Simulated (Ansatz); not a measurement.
Take Co2Si (space group P4/nmm, No. 129; a = 3.455 Å, c = 5.751 Å; ferromagnetic; a hypothetical phase, not in the database extracts checked) as the base.

(Cell as relaxed with PBE.)

Levels (all Ansatz, a quantum-chemistry and plane-wave program, PAW): PBE (420 eV, no spin-orbit coupling); PBEsol (420 eV, spin-orbit coupling left out).

Each level relaxes its own structure.

| quantity | PBE | PBEsol |
|---|---|---|
| volume per atom | 11.44 Å³ | [?] |
| lattice parameter a | 345.5 pm | [?] |
| lattice parameter c | 575.1 pm | [?] |
| band gap | zero | [?] |
| magnetic state | ferromagnetic | [?] |
| largest site moment | 0.93 μB | [?] |

### Question
Given the PBE results, estimate those of PBEsol.

### Answer

- volume per atom, PBEsol: 11.01 Å³
- lattice parameter a, PBEsol: 340.6 pm
- lattice parameter c, PBEsol: 569.4 pm
- band gap, PBEsol: zero
- magnetic state, PBEsol: ferromagnetic
- largest site moment, PBEsol: 0.81 μB

PBE's volume per atom lies 0.43 Å³ above PBEsol's (3.9 %); PBE's lattice parameter a lies 4.9 pm above PBEsol's (1.4 %); PBE's lattice parameter c lies 5.7 pm above PBEsol's (1.0 %); PBE's largest site moment lies 0.12 μB above PBEsol's; the two agree on the band gap and magnetic state. Neither level is exact; PBEsol is the comparison here, not a measurement.

The magnetic state is the one reached from the starting moments; the real material's order can differ, and small cells can't hold many antiferromagnetic ones. No phonon test of stability was made.
